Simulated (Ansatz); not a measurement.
**BP (model structure, started from the GeS type, Pnma, No. 62, 8 atoms in the cell)**

All values below come from PBE in Ansatz (plane waves, PAW).

Numerical settings: plane-wave cutoff 520 eV, 8×18×16 k mesh (along the axes of the cell as run), Fermi–Dirac smearing 0.05 eV, scalar-relativistic PAW data made under PBE.

Cell (relaxed at this level):

```cif
data_B4P4
_chemical_formula_sum 'B4 P4'
_space_group_name_H-M_alt 'Pnma'
_space_group_IT_number 62
_space_group_name_Hall '-P 2ac 2n'
_cell_length_a 6.29109
_cell_length_b 3.23823
_cell_length_c 5.38946
_cell_angle_alpha 90.000
_cell_angle_beta 90.000
_cell_angle_gamma 90.000
loop_
_atom_site_label
_atom_site_type_symbol
_atom_site_symmetry_multiplicity
_atom_site_Wyckoff_symbol
_atom_site_fract_x
_atom_site_fract_y
_atom_site_fract_z
_atom_site_occupancy
B1 B 4 c 0.16159 0.25000 0.39892 1
P1 P 4 c 0.33875 0.25000 0.10713 1
```

For BP (model structure, started from the GeS type, Pnma, No. 62, 8 atoms in the cell), the band gap comes out as 0.69 eV (indirect) and the smallest direct gap on the k points sampled comes out as 1.13 eV.

Note: the relaxation could raise the start's symmetry but not lower it, so the cell can be a saddle point.

The computed numbers hold no vibrational or temperature effects.

A model structure was made by putting elements into a prototype or built by hand; it is no filed structure, need not be a known phase, and can be a saddle point held by its symmetry.

Ansatz is a quantum-chemistry and plane-wave program.
